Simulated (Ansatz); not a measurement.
The parent structure is BaHfO₃ in the cubic perovskite structure (space group Pm-3m, No. 221; a = 4.1575 Å). Axes: x, y, z lie along the cube axes.

Level of theory: Ansatz (a program for electronic structure) PBEsol, spin-orbit coupling left out.

Strains are applied to the cell and any free atomic positions relax.

One change was made to it. Results:

The shortest interatomic distance stays 2.079 Å; the energy increases by 12 meV/atom; the band gap shrinks by 0.14 eV, from 3.58 eV to 3.44 eV.

Problem. What was done to the base?
A) uniaxial strain ε_zz = +1.20 %
B) uniaxial strain ε_zz = +2.40 %
C) uniaxial strain ε_zz = +1.80 %
D) uniaxial strain ε_zz = +0.60 %
E) uniaxial strain ε_zz = +3.00 %

Solution. E, uniaxial strain ε_zz = +3.00 %. For comparison, the energy relative to the base in the other runs: uniaxial strain ε_zz = +1.80 % gives +4.6 meV/atom; uniaxial strain ε_zz = +1.20 % gives +2.1 meV/atom; uniaxial strain ε_zz = +2.40 % gives +8.1 meV/atom; uniaxial strain ε_zz = +0.60 % gives +0.5 meV/atom.

With Hf present, leaving out spin-orbit coupling can change the band edges. Whether these cells are dynamically stable was not tested.
